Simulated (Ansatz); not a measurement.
Band structure of Y3SiS2 (Immm, 6 atoms in the cell).

```
Y3SiS2
1.0
   -2.03999     2.86922     6.11682
    2.03999    -2.86922     6.11682
    2.03999     2.86922    -6.11682
Y Si S
3 1 2
Cartesian
  0.00000   2.86922   4.10793
  2.03999   0.00000   2.00889
  0.00000   2.86922   0.00000
  0.00000   0.00000   0.00000
  0.00000   0.00000   8.16510
  0.00000   0.00000   4.06854
```

Level of theory: PBEsol, PAW files made with PBE (plane waves; Ansatz, a first-principles code).

Settings: kpoints.mp_grid.grid = 5 5 5; hamiltonian.xc = pbesol; hamiltonian.pseudopotentials = {kind: paw} (an earlier, softer set of the program's PAW files); scf.occupations.method = gaussian; scf.occupations.width = 0.1 eV; kpoints.band_path.npoints = 8.

The starting cell comes from a database of computed structures (which also holds hypothetical and non-ambient phases and stackings), without a prior relaxation at this level. Its lattice was rescaled by a random factor within 2.5 % of one.

Levels in eV from the Fermi level, bands 22 to 29:
| point | 22 | 23 | 24 | 25 | 26 | 27 | 28 | 29 |
|---|---|---|---|---|---|---|---|---|
| Γ | -1.16 | -0.84 | -0.13 | 0.48 | 0.49 | 0.51 | 0.88 | 1.18 |
| X | -1.91 | -1.42 | -1.10 | -1.01 | -0.42 | 2.19 | 2.25 | 2.25 |
| L | -2.48 | -1.87 | -1.86 | 0.90 | 0.99 | 2.18 | 2.45 | 2.57 |
| T | -2.55 | -1.96 | -1.90 | 1.51 | 1.56 | 1.89 | 1.91 | 2.46 |
| W | -2.46 | -2.06 | -1.90 | 1.54 | 1.55 | 1.97 | 2.13 | 2.50 |
| R | -2.04 | -1.36 | -1.29 | -1.15 | 0.31 | 1.27 | 2.22 | 2.37 |
| X1 | -1.91 | -1.42 | -1.10 | -1.01 | -0.42 | 2.19 | 2.25 | 2.25 |
| Z | -1.62 | -1.40 | -1.36 | -0.63 | 0.92 | 1.17 | 1.19 | 1.70 |
| Y | -2.23 | -1.60 | -0.88 | -0.85 | 1.37 | 1.39 | 1.84 | 2.09 |
| S | -2.46 | -1.87 | -0.91 | 0.11 | 0.21 | 2.15 | 2.15 | 2.25 |

Bands cross the Fermi level along this path, so the cell is metallic at this level.

Keys are those of Ansatz 0.2.
